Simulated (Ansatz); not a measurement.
Consider a periodic stack without vacuum, rock-salt TiN (1 1 1) on 4H silicon carbide (0 0 1) (film strained to the substrate, faces as cut): substrate slab Si8C8, film N4Ti4, surface cells [[0, 1], [-1, 0]] and [[0, -1], [1, -1]], film strained by +3.0 and +3.0 %, faces C/Si and N/Ti as cut (like faces can put a slab off its formula). Its start:

```yaml
crystal:
  lattice:
    - [3.09409, 0.00000, 0.03321]
    - [1.54704, 2.67956, 0.02267]
    - [1.36316, 0.51749, 30.00043]
  atoms:
    - { symbol: Si, position: [0.01117, 0.03012, 0.04799] }
    - { symbol: Si, position: [0.94696, 0.96742, 0.21651] }
    - { symbol: Si, position: [0.30520, 0.33023, 0.13212] }
    - { symbol: Si, position: [0.58781, 0.61651, 0.30095] }
    - { symbol: C, position: [0.98035, 0.00341, 0.11040] }
    - { symbol: C, position: [0.92967, 0.95441, 0.27960] }
    - { symbol: C, position: [0.28858, 0.30637, 0.19503] }
    - { symbol: C, position: [0.68193, 0.70945, 0.02202] }
    - { symbol: Si, position: [0.89132, 0.93677, 0.38523] }
    - { symbol: Si, position: [0.80724, 0.91085, 0.55404] }
    - { symbol: Si, position: [0.18534, 0.25774, 0.46988] }
    - { symbol: Si, position: [0.42544, 0.56310, 0.63810] }
    - { symbol: C, position: [0.86166, 0.92871, 0.44842] }
    - { symbol: C, position: [0.76960, 0.90026, 0.61714] }
    - { symbol: C, position: [0.15014, 0.24842, 0.53320] }
    - { symbol: C, position: [0.56687, 0.60770, 0.36407] }
    - { symbol: N, position: [0.38465, 0.55057, 0.69654] }
    - { symbol: N, position: [0.67625, 0.86660, 0.77198] }
    - { symbol: N, position: [0.96982, 0.17622, 0.85085] }
    - { symbol: N, position: [0.26349, 0.48701, 0.93025] }
    - { symbol: Ti, position: [0.02838, 0.21226, 0.73070] }
    - { symbol: Ti, position: [0.32305, 0.52445, 0.81038] }
    - { symbol: Ti, position: [0.61709, 0.83146, 0.88893] }
    - { symbol: Ti, position: [0.89860, 0.14958, 0.96583] }
```

The start was prepared with a machine-learned potential, and the result is one local minimum, with the in-plane cell held and forces under 0.04 eV/Å; the film can end far from its bulk form.

Calculation: PBE (plane waves to 420 eV, PAW; Ansatz, a first-principles code). No spin–orbit coupling; the runs are not spin-polarised; PBE gaps are too small against experiment. Its k-point mesh 12×12×1, Fermi–Dirac width 0.05 eV.

Q: Predict the relaxed interface.

A: The interface area comes out as 8.3 Å² and the period is 30.19 Å. The gaps between the outermost planes at the two interfaces is 1.75 and 1.78 Å and the C–Ti contacts across the interfaces within 1.22 times the sum of covalent radii is 3, mean 2.52 Å. The Si–Ti contacts across the interfaces within 1.22 times the sum of covalent radii is 1, mean 2.52 Å. The N–Si contacts across the interfaces within 1.22 times the sum of covalent radii is 1, mean 1.75 Å and the estimate of the barrier is withheld, since the two interfaces are unlike. The slope of the mean potential energy in the substrate comes out as +7.4 MV/cm × e.
